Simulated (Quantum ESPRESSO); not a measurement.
Input and output of a self-consistent single point for TaAu (P4/mmm, 2 atoms in the cell) (Quantum ESPRESSO).

Method of the run: LDA (PZ), spin-orbit coupling, PseudoDojo fully relativistic norm-conserving (PBE) pseudopotentials (plane waves; Quantum ESPRESSO).

```xyz
2
Lattice="2.9559 0.0000 0.0000 0.0000 2.9559 0.0000 0.0000 0.0000 4.1581" Properties=species:S:1:pos:R:3 pbc="T T T"
Ta     1.4779     1.4779     2.0790
Au     0.0000     0.0000     0.0000
```

Reference input (self-consistent single point, DFT, LDA (PZ), plane waves, GBRV 1.5 ultrasoft (LDA) pseudopotentials): ecutwfc = 40 Ry; ecutrho = 320 Ry; occupations = smearing; smearing = fd; degauss = 0.0073499 Ry; potentials = {Ta: ta_lda_v1.uspp.F.UPF, Au: au_lda_v1.uspp.F.UPF}; K_POINTS = automatic 9 9 7 0 0 0; conv_thr = 1e-11 Ry; mixing_beta = 0.4. This run's input differs from it in these lines:

```diff
@@ -13,4 +13,3 @@
     ntyp = 2,
-    ecutwfc = 40,
-    ecutrho = 320,
+    ecutwfc = 80,
     occupations = 'smearing',
@@ -18,2 +17,5 @@
     degauss = 0.0073499,
+    noncolin = .true.,
+    lspinorb = .true.,
+    input_dft = 'pz',
 /
@@ -24,4 +26,4 @@
 ATOMIC_SPECIES
-Ta   180.9479  ta_lda_v1.uspp.F.UPF
-Au   196.9666  au_lda_v1.uspp.F.UPF
+Ta   180.9479  Ta.upf
+Au   196.9666  Au.upf
 ATOMIC_POSITIONS crystal
```

The program printed (abridged):

```
     Self-consistent Calculation

     iteration #  1     ecut=    80.00 Ry     beta= 0.40

---- Real-time Memory Report at c_bands before calling an iterative solver
           285 MiB given to the printing process from OS
           257 MiB allocation reported by mallinfo(arena+hblkhd)
------------------

     total energy              =    -424.81279660 Ry
     estimated scf accuracy    <       0.82303639 Ry

     iteration #  2     ecut=    80.00 Ry     beta= 0.40

---- Real-time Memory Report at c_bands before calling an iterative solver
           315 MiB given to the printing process from OS
   [... lines left out ...]

---- Real-time Memory Report at c_bands before calling an iterative solver
           333 MiB given to the printing process from OS
           309 MiB allocation reported by mallinfo(arena+hblkhd)
------------------

     total energy              =    -425.14230503 Ry
     estimated scf accuracy    <          4.3E-11 Ry

     iteration # 14     ecut=    80.00 Ry     beta= 0.40

---- Real-time Memory Report at c_bands before calling an iterative solver
           333 MiB given to the printing process from OS
           309 MiB allocation reported by mallinfo(arena+hblkhd)
------------------
     End of self-consistent calculation

     the Fermi energy is    19.1099 ev

!    total energy              =    -425.14230503 Ry
     estimated scf accuracy    <          1.1E-12 Ry
     smearing contrib. (-TS)   =      -0.00343893 Ry
     internal energy E=F+TS    =    -425.13886610 Ry

     convergence has been achieved in  14 iterations

     Forces acting on atoms (cartesian axes, Ry/au):

     atom    1 type  1   force =     0.00000000    0.00000000    0.00000000
     atom    2 type  2   force =     0.00000000    0.00000000    0.00000000

     Total force =     0.000000     Total SCF correction =     0.000000

          total   stress  (Ry/bohr**3)                   (kbar)     P=     -163.15
  -0.00112096   0.00000000   0.00000000         -164.90        0.00        0.00
   0.00000000  -0.00112096   0.00000000            0.00     -164.90        0.00
   0.00000000   0.00000000  -0.00108521            0.00        0.00     -159.64

   JOB DONE.
```

The run converged in 14 iterations. Against the reference run the pressure goes from -17.80 to -16.31 GPa.

The starting cell comes from a database of computed structures (which also holds hypothetical and non-ambient phases and stackings), without a prior relaxation at this level. Its lattice was rescaled by a random factor within 2.5 % of one. With a pressure of about -16 GPa the cell is away from its equilibrium volume at this level.

Cost on one core of a shared machine: roughly 3 min.
